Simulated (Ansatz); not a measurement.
An Ansatz (a program for electronic structure) input (PBEsol in Ansatz (plane waves to 420 eV, PAW, without spin-orbit coupling)):

Ansatz 0.2 input:
```yaml
crystal:
  lattice:
    - [3.1423107914, 0, 0]
    - [-1.5711553957, 2.7349959517, 0]
    - [0, 0, 5.0044984384]
  atoms:
    - { symbol: Hf, position: [0.6666666667, 0.3333333333, 0.75] }
    - { symbol: Hf, position: [0.3333333333, 0.6666666667, 0.25] }
basis: { ecutwfc: 420, ecutrho_ratio: 4, xc_grid: 2, fft_grid_basis: typed }
kpoints: { mp_grid: { grid: [21, 21, 12] } }
hamiltonian:
  xc: pbesol
  dispersion: none
  pseudopotentials: { kind: paw }
scf: { occupations: { method: fermi_dirac, width: 0.1 }, convergence: { dr2_threshold: 0.0000000002 } }
relax: { f_tol: 0.005, max_steps: 50 }
output: { forces: true, stress: true }
checkpoint: { write: state.ck, write_every: 1000 }
```

Problem. Which symmetry and how many k-points will the program report, and about how many plane waves at Γ?

Solution. Space group Cmcm (ITA 63) with 8 operations, k-points 847 of 5292, and 837 plane waves at Γ.

Problem. And the final pressure?

Solution. 0.57 GPa (compression positive).

The cells carry an imposed strain or load. Whether these cells are dynamically stable was not tested. The final runs are not spin-polarised. The cell was made from Hf in the hcp (Mg type) structure (space group P6_3/mmc, No. 194) by this change: uniaxial strain ε_xx = −0.50 %.
